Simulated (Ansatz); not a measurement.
# A computed series for TaSi2: point defects

Base system: a 9-atom supercell of TaSi2 (space group P6_222, No. 180; a = 4.760 Å, c = 6.562 Å) at its relaxed geometry.

One neutral defect a cell, atoms relaxed at fixed cell.

Computed with plane-wave PAW DFT at the PBEsol level (Ansatz, an electronic-structure program, 420 eV), no SOC, earlier PAW set.

```tsv
change	largest displacement of a host atom from its site in the perfect cell	pressure
perfect supercell	–	0.0 GPa
Si on a Ta site (antisite)	(withheld)	-0.1 GPa
Ta vacancy, symmetric start	0.38 Å	-5.1 GPa
Ta on a Si site (antisite), symmetric start	0.12 Å	12.4 GPa
H interstitial (started 1.71 Å from the nearest host atom), symmetric start	0.11 Å	4.3 GPa
Ta interstitial (started 1.71 Å from the nearest host atom), symmetric start	0.52 Å	55.7 GPa
```

Some entries are withheld; estimate them.


- Si on a Ta site (antisite), largest displacement of a host atom from its site in the perfect cell: 0.46 Å

The cell is small, so the values are those of an ordered compound at a high defect concentration; dilute-limit values will differ. Defects with a symmetric start kept the site's symmetry and may sit on a saddle; the others started slightly shaken. All final runs are without spin polarisation. An odd electron count without spin: TaSi2.
